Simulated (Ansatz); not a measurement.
The parent structure is MgTe in the wurtzite structure (space group P6_3mc, No. 186; a = 4.609 Å, c = 7.500 Å). Axes: x lies along a and z along c of the hexagonal cell.

Method: PBE, PAW, 420 eV (Ansatz, a quantum-chemistry and plane-wave program; without spin-orbit coupling).

It is then changed as follows: an isotropic linear strain of −1.80 %, atoms relaxed at fixed cell.

### Question
Predict the stress tensor and what it implies for the stiffness.

### Answer
Stress of the strained cell less that of the base (GPa, compression positive):
```
   2.07    0.00    0.00
   0.00    2.07    0.00
   0.00    0.00    2.06
```

Then B = −ΔP/(ΔV/V₀) with ΔV/V₀ = -0.0530 gives secant stiffness values (nonlinear terms included at this strain): B (at held cell shape, above the free-shape value) ≈ 39 GPa.

As a check, the harmonic strain energy −½ V₀ Δσ:ε is 12 meV/atom; the computed energy rise is 11 meV/atom.

Stability against distortions was not tested.
